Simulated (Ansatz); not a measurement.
Consider ZnAu in the CsCl type structure (space group Pm-3m, No. 221; a = 3.129 Å). Axes: x, y, z lie along the cube axes.

Computed with PBEsol (Ansatz, a first-principles code; PAW; 420 eV plane waves; no spin-orbit coupling).

Before the change:

Shortest interatomic distance: 2.709 Å

The change: a free-standing slab of 7 layers (14 atoms, 2 a layer) is cut normal to [110], with 15 Å of vacuum and the in-plane cell held at bulk.

Q: What does the calculation give for the excess energy per area of both faces after the change?

A: The excess energy per area of both faces (slab less bulk energy over the cell's area: twice a surface energy) comes out as 2.0 J/m² (uncertain by up to 0.2 J/m²).

Q: Estimate the effect on the change of the spacing d23 from its bulk value of 2.212 Å.

A: The change of the spacing d23 from its bulk value of 2.212 Å amounts to -0.1 %.

Q: What does the calculation give for the shortest interatomic distance after the change?

A: The shortest interatomic distance falls by 0.0399 Å (2.709 Å → 2.670 Å).

Q: Estimate the effect on the change of the spacing d12 from its bulk value of 2.212 Å.

A: The change of the spacing d12 from its bulk value of 2.212 Å is +1.1 %.

The excess energy carries the mismatch between the slab's and the bulk's meshes. Stability against distortions was not tested.
